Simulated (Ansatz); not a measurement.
The parent structure is Hf3N4 (space group R-3m, No. 166; a = 3.3846 Å, c = 24.9461 Å (hexagonal axes); a cell from a computed database, its experimental status unchecked).

It is then changed as follows: cell and atoms relaxed at a pressure of 0.7 GPa.

Levels (all Ansatz, a quantum-chemistry and plane-wave program, PAW): PBEsol (420 eV, no spin-orbit coupling); PBEsol+SOC (420 eV, with spin-orbit coupling).

The geometry is relaxed with PBEsol.

- PBEsol smallest direct gap: 1.41 eV
- PBEsol lowest conduction level above the VBM at special points: F 0.98 eV; L 1.37 eV; Γ 1.41 eV; T 1.69 eV
- PBEsol valence-band top at Γ: 0.00, -1.28, -1.28 eV

Question: How does going to PBEsol+SOC change the smallest direct gap, lowest conduction level above the VBM at special points and valence-band top at Γ?

Answer: The smallest direct gap shrinks by 0.09 eV (1.41 eV → 1.32 eV); the lowest conduction level above the VBM at special points becomes F 0.98 eV; L 1.37 eV; Γ 1.32 eV; T 1.59 eV (PBEsol: F 0.98 eV; L 1.37 eV; Γ 1.41 eV; T 1.69 eV); the valence-band top at Γ (three highest Kramers pairs, from the VBM) goes from 0.00, -1.28, -1.28 eV to 0.00, -1.23, -1.34 eV.

Single points use the geometry relaxed with PBEsol. Differences between runs with and without spin-orbit coupling are approximate. Spin-orbit coupling, missing from the scalar runs, can matter with Hf. Load acts through the strain it causes; cell and atoms are relaxed under it. No phonon test of stability was made.
